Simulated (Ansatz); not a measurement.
# Relaxation of cell and atoms of Al2Sn2Ba3 (Immm, 7 atoms in the cell) at several settings

```yaml
crystal:
  lattice:
    - [-2.29700, 2.61500, 10.31700]
    - [2.29700, -2.61500, 10.31700]
    - [2.29700, 2.61500, -10.31700]
  atoms:
    - { symbol: Al, position: [0.56220, 0.06220, 0.50000] }
    - { symbol: Al, position: [0.43780, 0.93780, 0.50000] }
    - { symbol: Sn, position: [0.63710, 0.63710, 0.00000] }
    - { symbol: Sn, position: [0.36290, 0.36290, 0.00000] }
    - { symbol: Ba, position: [0.00000, 0.50000, 0.50000] }
    - { symbol: Ba, position: [0.81710, 0.81710, 0.00000] }
    - { symbol: Ba, position: [0.18290, 0.18290, 0.00000] }
```

Base: PBEsol, default PAW files made with PBE (Ansatz, a quantum-chemistry and plane-wave program). Its settings: basis.ecutwfc = 420 eV; kpoints.mp_grid.grid = 7 7 7; hamiltonian.xc = pbesol; hamiltonian.pseudopotentials = {kind: paw} (the program's default PAW files); scf.occupations.method = fermi_dirac; scf.occupations.width = 0.05 eV. Starting volume 35.41 Å³ per atom.

Each line gives the change from the base single point and the result:

- relax: default → cell and atoms; relax.cell.p_target: default → -2 GPa: pressure -2.00 GPa; largest force (vector length) 0.004 eV/Å; final cell a = b = c = 11.090 Å, α = 155.77°, β = 152.39°, γ = 37.05°; final volume per atom 37.00 Å³; relaxation steps 5; free energy against the base single point 13.7 meV/atom.
- hamiltonian.dispersion: default → d3bj; relax: default → cell and atoms [DFT, PBEsol-D3BJ, plane waves, default PAW files made with PBE]: pressure 0.01 GPa; largest force (vector length) 0.007 eV/Å; final cell a = 10.6829 Å, b = 10.6829 Å, c = 10.6829 Å, α = 155.58°, β = 152.72°, γ = 36.93°; final volume per atom 32.95 Å³; relaxation steps 5.

The starting cell comes from a database of published, mostly measured structures (it also holds non-ambient and calculated ones), without a prior relaxation at this level. Ansatz's pressure includes its estimate of the finite-basis (Pulay) stress.

Left out of this page: 1 run of the series outside the window shown, repeating another row's setting, or not comparable.

Keys are those of Ansatz 0.2.
